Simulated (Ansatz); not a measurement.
The cell is built on a prototype and need not be the phase stable at ambient conditions.

By PBEsol, the system below comes out a metal.

The ballistic (Sharvin) conductance counts the channels at the Fermi level: G/A = (e²/h) × channels of both spins per area.

Data:

```xyz
4
Lattice="3.9464 0.0000 0.0000 0.0000 3.9464 0.0000 1.9732 -1.9732 3.9661" Properties=species:S:1:pos:R:3 pbc="T T T"
Ir     1.9732     1.9732     0.0000
Ir     1.9732     0.0000     1.9830
Ir     3.9464     1.9732     1.9830
Zr     0.0000     0.0000     0.0000
```

Space group of this cell: I4/mmm. The cell was relaxed by PBE-D3(BJ); by PBEsol its mean pressure is -1.8 GPa.

The current flows along the normal of the first two printed cell vectors. No spin-orbit coupling; the value is a mean over 0.1 eV about the Fermi level.

Q: Estimate the ballistic conductance per area that PBEsol (Ansatz, a quantum-chemistry and plane-wave program) returns for this system.

A: 0.84 × 10¹⁵ S/m² for both spins.
